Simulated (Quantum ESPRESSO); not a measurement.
A self-consistent single point of CoSi (P2_13, 8 atoms in the cell) with Quantum ESPRESSO.

Level of theory: LDA (PZ), PSlibrary PAW (LDA) pseudopotentials (plane waves; Quantum ESPRESSO).

```
CoSi
1.0
    4.44098     0.00000     0.00000
    0.00000     4.44098     0.00000
    0.00000     0.00000     4.44098
Co Si
4 4
Direct
  0.85410   0.64590   0.35410
  0.64590   0.35410   0.85410
  0.35410   0.85410   0.64590
  0.14590   0.14590   0.14590
  0.15654   0.34346   0.65654
  0.34346   0.65654   0.15654
  0.65654   0.15654   0.34346
  0.84346   0.84346   0.84346
```

Reference input (self-consistent single point, DFT, PBE, plane waves, PSlibrary PAW (PBE) pseudopotentials): ecutwfc = 50 Ry; ecutrho = 300 Ry; occupations = smearing; smearing = gaussian; degauss = 0.0073499 Ry; potentials = {Co: Co.pbe-n-kjpaw_psl.1.0.0.UPF, Si: Si.pbe-n-kjpaw_psl.1.0.0.UPF}; K_POINTS = automatic 9 9 9 0 0 0; conv_thr = 1e-11 Ry; mixing_beta = 0.3. This run's input differs from it in these lines:

```diff
@@ -12,4 +12,4 @@
  ntyp = 2
- ecutwfc = 50
- ecutrho = 300
+ ecutwfc = 55
+ ecutrho = 330
  occupations = 'smearing'
@@ -23,4 +23,4 @@
 ATOMIC_SPECIES
-Co    58.9332  Co.pbe-n-kjpaw_psl.1.0.0.UPF
-Si    28.0850  Si.pbe-n-kjpaw_psl.1.0.0.UPF
+Co    58.9332  Co.pz-n-kjpaw_psl.1.0.0.UPF
+Si    28.0850  Si.pz-n-kjpaw_psl.1.0.0.UPF
 ATOMIC_POSITIONS crystal
```

Output (repeated stretches shortened):

```
     Self-consistent Calculation

     iteration #  1     ecut=    55.00 Ry     beta= 0.30

     negative rho (up, down):  1.186E+00 0.000E+00

     total energy              =    -807.87784057 Ry
     estimated scf accuracy    <       9.22208067 Ry

     iteration #  2     ecut=    55.00 Ry     beta= 0.30

     negative rho (up, down):  4.530E-01 0.000E+00

     total energy              =    -808.32338857 Ry
     estimated scf accuracy    <       7.99465617 Ry

     iteration #  3     ecut=    55.00 Ry     beta= 0.30

     negative rho (up, down):  4.522E-01 0.000E+00

     total energy              =    -808.44303263 Ry
     estimated scf accuracy    <       0.20562358 Ry

   [... 35 blocks of this kind left out ...]

     iteration # 39     ecut=    55.00 Ry     beta= 0.30

     total energy              =    -808.47383943 Ry
     estimated scf accuracy    <          2.4E-10 Ry

     iteration # 40     ecut=    55.00 Ry     beta= 0.30
     End of self-consistent calculation

     the Fermi energy is    13.8721 ev

!    total energy              =    -808.47383943 Ry
     estimated scf accuracy    <          6.0E-12 Ry
     smearing contrib. (-TS)   =      -0.00048548 Ry
     internal energy E=F+TS    =    -808.47335394 Ry

     convergence has been achieved in  40 iterations

     Forces acting on atoms (cartesian axes, Ry/au):

     atom    1 type  1   force =     0.00271206   -0.00271206    0.00271206
     atom    2 type  1   force =    -0.00271206    0.00271206    0.00271206
     atom    3 type  1   force =     0.00271206    0.00271206   -0.00271206
     atom    4 type  1   force =    -0.00271206   -0.00271206   -0.00271206
     atom    5 type  2   force =     0.00238762   -0.00238762    0.00238762
   [... lines left out ...]

     Total force =     0.012517     Total SCF correction =     0.000002

          total   stress  (Ry/bohr**3)                   (kbar)     P=     -138.41
  -0.00094089   0.00000000   0.00000000         -138.41        0.00        0.00
   0.00000000  -0.00094089   0.00000000            0.00     -138.41        0.00
   0.00000000   0.00000000  -0.00094089            0.00        0.00     -138.41

   JOB DONE.
```

The run converged in 40 iterations. Against the reference run the pressure goes from -2.16 to -13.84 GPa and the largest force goes from 0.052 to 0.121 eV/Å.

The starting cell comes from a database of computed structures (which also holds hypothetical and non-ambient phases and stackings), without a prior relaxation at this level. Its lattice was rescaled by a random factor within 2.5 % of one. Spin polarisation is off. With a pressure of about -14 GPa the cell is away from its equilibrium volume at this level.

Cost on one core of a shared machine: roughly 6 min.
